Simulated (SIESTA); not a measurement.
# A self-consistent single point of Hf (P6_3/mmc, 2 atoms in the cell) with SIESTA

Level of theory: GGA PBE, numerical atomic orbitals DZP, PseudoDojo PBE standard norm-conserving potentials (rewritten from UPF to PSML) in SIESTA 5.4.2.

This input was run:

```
# files in the folder: Hf.psml (PseudoDojo PBE standard)
SystemName  Hf
SystemLabel Hf

NumberOfAtoms                2
NumberOfSpecies              1
%block ChemicalSpeciesLabel
  1 72 Hf
%endblock ChemicalSpeciesLabel
LatticeConstant              1.0 Ang
%block LatticeVectors
     1.578572000   -2.734166000    0.000000000
     1.578572000    2.734166000    0.000000000
     0.000000000    0.000000000    4.997985000
%endblock LatticeVectors
AtomicCoordinatesFormat      Ang
%block AtomicCoordinatesAndAtomicSpecies
     1.578572000    0.911388685    1.249496250  1
     1.578572000   -0.911388685    3.748488750  1
%endblock AtomicCoordinatesAndAtomicSpecies

XC.functional                GGA
XC.authors                   PBE
PAO.BasisSize                DZP
PAO.EnergyShift              0.005 Ry
MeshCutoff                   400 Ry
%block kgrid.MonkhorstPack
    8   0   0  0.0
    0   8   0  0.0
    0   0   5  0.0
%endblock kgrid.MonkhorstPack
OccupationFunction           MP
OccupationMPOrder            0
ElectronicTemperature        100.0 meV

MaxSCFIterations             150
SCF.Mixer.Method             Pulay
SCF.Mixer.Weight             0.2
SCF.Mixer.History            6
SCF.DM.Tolerance             1.0E-05
Diag.ParallelOverK           true
WriteForces                  true
```

Output, abridged:

```
reinit: Reading from file input.fdf

reinit: System Name: Hf
reinit: System Label: Hf

coor:   Atomic-coordinates input format  =     Cartesian coordinates
coor:                                          (in Angstroms)

siesta: Atomic coordinates (Bohr) and species
siesta:      2.98307   1.72228   2.36121  1        1
siesta:      2.98307  -1.72228   7.08362  1        2

siesta: System type = bulk

initatomlists: Number of atoms, orbitals, and projectors:      2    38    64

siesta: ******************** Simulation parameters ****************************
redata: Spin configuration                          = none
redata: Time-Reversal Symmetry                      = T
redata: Number of Atomic Species                    =        1
redata: Mesh Cutoff                                 =   400.0000 Ry
redata: Net charge of the system                    =     0.0000 |e|
redata: Min. number of SCF Iter                     =        0
redata: Max. number of SCF Iter                     =      150
redata: SCF convergence failure will abort job
redata: SCF mix quantity                            = Hamiltonian
redata: Mix DM or H after convergence               =   F
redata: Recompute H after scf cycle                 =   F
redata: Mix DM in first SCF step                    =   T
redata: No kicks to SCF
redata: DM Mixing Weight for Kicks                  =     0.5000
redata: Require Harris convergence for SCF          =   F
redata: Harris energy tolerance for SCF             =     0.000100 eV
redata: Require DM convergence for SCF              =   T
redata: DM tolerance for SCF                        =     0.000010
redata: Require EDM convergence for SCF             =   F
redata: EDM tolerance for SCF                       =     0.001000 eV
redata: Require H convergence for SCF               =   T
redata: Hamiltonian tolerance for SCF               =     0.001000 eV
redata: Require (free) Energy convergence for SCF   =   F
redata: (free) Energy tolerance for SCF             =     0.000100 eV
redata: Using DFT-D3 dispersion                     =   F
redata: Using Saved Data (generic)                  =   F
redata: Method of Calculation                       = Diagonalization
redata: Electronic Temperature                      =  1160.4518 K
redata: Number of TDED substeps                     =        3
redata: Dynamics option                             = Single-point calculation
redata: Save all siesta data in one NC              =   F
redata: ***********************************************************************

%block SCF.Mixers
  Pulay
%endblock SCF.Mixers

%block SCF.Mixer.Pulay
  # Mixing method
  method pulay
  variant stable

  # Mixing options
  weight 0.2000
  weight.linear 0.2000
  history 6
%endblock SCF.Mixer.Pulay

DM_history_depth set to one: no extrapolation allowed by default for geometry relaxation
Size of DM history Fstack: 1
Total number of electrons:    24.000000
Total ionic charge:    24.000000

* ProcessorY, Blocksize:    1  39

* Orbital distribution balance (max,min):    38    38

k-point displ. along   1 input, could be:     0.00    0.50
k-point displ. along   2 input, could be:     0.00    0.50
 Kpoints in:          192 . Kpoints trimmed:          168

siesta: k-grid: Number of k-points = 168
siesta: k-points from Monkhorst-Pack grid
siesta: k-cutoff (effective) =    12.495 Ang
siesta: k-point supercell and displacements
siesta: k-grid:     8     0     0      0.000
siesta: k-grid:     0     8     0      0.000
siesta: k-grid:     0     0     5      0.000

diag: Algorithm                                     = D&C
diag: Parallel over k                               =   F
diag: Use parallel 2D distribution                  =   F
diag: Parallel block-size                           = 39
diag: Parallel distribution                         =     1 x     1
diag: Used triangular part                          = Lower
diag: Absolute tolerance                            =  0.100E-15
diag: Orthogonalization factor                      =  0.100E-05
diag: Memory factor                                 =  1.0000

superc: Internal auxiliary supercell:     7 x     7 x     5  =     245
superc: Number of atoms, orbitals, and projectors:    490   9310  15680

                        Single-point calculation

superc: Internal auxiliary supercell:     7 x     7 x     5  =     245
superc: Number of atoms, orbitals, and projectors:    490   9310  15680

outcell: Unit cell vectors (Ang):
        1.578572   -2.734166    0.000000
        1.578572    2.734166    0.000000
        0.000000    0.000000    4.997985

outcell: Cell vector modules (Ang)   :    3.157143    3.157143    4.997985
outcell: Cell angles (23,13,12) (deg):     90.0000     90.0000    120.0000
outcell: Cell volume (Ang**3)        :     43.1434
new_DM -- step:     1
Initializing Density Matrix...

Attempting to read DM from file... Failed...
DM filled with atomic data:

InitMesh: MESH = 36 x 36 x 64 = 82944
InitMesh: Mesh cutoff (required, used) =   400.000   453.181 Ry

stepf: Methfessel-Paxton step function
       Using Hermite-Gauss polynomials of order  0

        iscf     Eharris(eV)        E_KS(eV)     FreeEng(eV)     dDmax    Ef(eV) dHmax(eV)
   scf:    1    -3059.163565    -3068.953642    -3068.957065  1.401701 -3.703970  3.330096
   scf:    2    -3069.325078    -3069.144214    -3069.148522  0.064420 -3.815359  2.382472
   scf:    3    -3069.476421    -3069.341389    -3069.347973  0.139462 -4.114409  0.012997
   scf:    4    -3069.341639    -3069.341537    -3069.348164  0.003311 -4.114356  0.022340
   scf:    5    -3069.341521    -3069.341530    -3069.348179  0.000987 -4.117120  0.008224
   scf:    6    -3069.341526    -3069.341528    -3069.348181  0.000471 -4.119657  0.000945
   scf:    7    -3069.341530    -3069.341529    -3069.348181  0.000042 -4.120070  0.000090
   scf:    8    -3069.341531    -3069.341530    -3069.348181  0.000015 -4.120065  0.000004
   scf:    9    -3069.341530    -3069.341530    -3069.348181  0.000001 -4.120066  0.000000

SCF Convergence by DM+H criterion
max |DM_out - DM_in|         :     0.0000006573
max |H_out - H_in|      (eV) :     0.0000004288
SCF cycle converged after 9 iterations

Using DM_out to compute the final energy and forces

siesta: E_KS(eV) =            -3069.3415

siesta: E_KS - E_eggbox =     -3069.3415

siesta: Atomic forces (eV/Ang):
     1   -0.000000   -0.000013   -0.000000
     2   -0.000000    0.000013   -0.000000
   Tot   -0.000000   -0.000000   -0.000000
   Max    0.000013
   Res    0.000008    sqrt( Sum f_i^2 / 3N )
   Max    0.000013    constrained

Stress tensor Voigt[x,y,z,yz,xz,xy] (kbar):      -54.42      -54.48      -50.47        0.00       -0.00        0.00
(Free)E + p*V (eV/cell)    -3067.9177
Target enthalpy (eV/cell)    -3069.3482

siesta: Program's energy decomposition (eV):
siesta: Ebs     =      -732.884930
siesta: Eions   =      3795.645865
siesta: Ena     =       531.831873
siesta: Ekin    =       787.371971
siesta: Enl     =       148.560026
siesta: Eso     =         0.000000
siesta: Edftu   =         0.000000
siesta: DEna    =        33.415444
siesta: DUscf   =         0.981098
siesta: DUext   =         0.000000
siesta: Ex      =      -722.514440
siesta: Ec      =       -53.341637
siesta: Exc     =      -775.856076
siesta: Eharris =     -3069.341530
siesta: Etot    =     -3069.341530
siesta: FreeEng =     -3069.348181

siesta: Stress tensor (static) (eV/Ang**3):
siesta:    -0.033969    0.000000    0.000000
siesta:     0.000000   -0.034003    0.000000
siesta:    -0.000000    0.000000   -0.031500

siesta: Cell volume =         43.143385 Ang**3

siesta: Pressure (static):
siesta:                Solid            Molecule  Units
siesta:           0.00036113          0.00036113  Ry/Bohr**3
siesta:           0.03315699          0.03315717  eV/Ang**3
siesta:          53.12334723         53.12364206  kBar
```

The run converged in 9 iterations.

The starting cell has typed, rounded lattice constants, without a prior relaxation at this level. Its lattice was rescaled by a random factor within 2.5 % of one. Values carry the incompleteness of an atom-centred basis. With a pressure of about 5 GPa the cell is away from its equilibrium volume at this level.

Cost on one core of a shared machine: roughly 40 s.
